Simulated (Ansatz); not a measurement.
# Ga2O3 under a change: uniaxial strain ε_yy = −1.12 %

Consider Ga$_{2}$O$_{3}$ in the corundum structure (space group R-3c, No. 167; a = 4.9846 Å, c = 13.4416 Å (hexagonal axes)). Axes: x lies along a and z along c of the hexagonal cell.

The change: uniaxial strain ε_yy = −1.12 %, all other strain components held at zero; the atoms relax in the strained cell.

Level of theory: Ansatz (a quantum-chemistry and plane-wave program), r2SCAN, PAW, cutoff 500 eV, without spin-orbit coupling. Γ-centred 8×8×8 mesh, Fermi–Dirac width 0.05 eV.

The volume per atom shrinks by 0.11 Å³ (9.64 Å³ → 9.53 Å³) and the space group changes from R-3c (No. 167) to C2/c (No. 15). The shortest interatomic distance shrinks by 0.012 Å to 1.913 Å and the energy increases by 1.6 meV/atom. The pressure (mean of the normal stresses, compression positive) goes from zero to 2.84 GPa and the band gap grows by 0.12 eV (3.55 eV → 3.67 eV). The gap character is indirect, Γ–C (50 % along) → Γ and the smallest direct gap rises by 0.11 eV to 3.92 eV. The electron mass goes from 0.25 mₑ (at Γ) to 0.26 mₑ (at Γ) and the stress (xx, yy, zz, yz, xz, xy; compression positive) is (2.14, 4.77, 1.61, -0.21, 0.00, 0.00) GPa.

Cost of the whole job for the changed cell (relaxation, final SCF and bands): around 9 core-minutes (rough).

Effective masses come from finite differences of ±0.01 Å⁻¹. Whether these cells are dynamically stable was not tested. Labels are those of the standard path for the cell's own space group.
